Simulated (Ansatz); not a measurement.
Consider BC₅ (space group I-4m2, No. 119; a = 2.513 Å, c = 11.411 Å; a cell from a computed database, its experimental status unchecked).

(Cell as relaxed with PBE.)

Levels (all Ansatz, a quantum-chemistry and plane-wave program, PAW): PBE (420 eV, no spin-orbit coupling); PBEsol (420 eV, no spin-orbit coupling).

Each level relaxes its own structure.

```json
[
 {"quantity": "volume per atom", "PBE": "6.01 Å³", "PBEsol": "5.92 Å³"},
 {"quantity": "lattice parameter a", "PBE": "251.3 pm", "PBEsol": "249.9 pm"},
 {"quantity": "lattice parameter c", "PBE": "1141.1 pm", "PBEsol": "1137.0 pm"},
 {"quantity": "band gap", "PBE": "zero", "PBEsol": "zero"}
]
```

PBE's volume per atom lies 0.09 Å³ above PBEsol's (1.5 %); PBE's lattice parameter a lies 1.4 pm above PBEsol's (0.6 %); PBE's lattice parameter c lies 4.1 pm above PBEsol's (0.4 %); the two agree on the band gap. Neither level is exact; PBEsol is the comparison here, not a measurement.

Stability against distortions was not tested. The final runs are not spin-polarised. An odd electron count without spin: BC5.
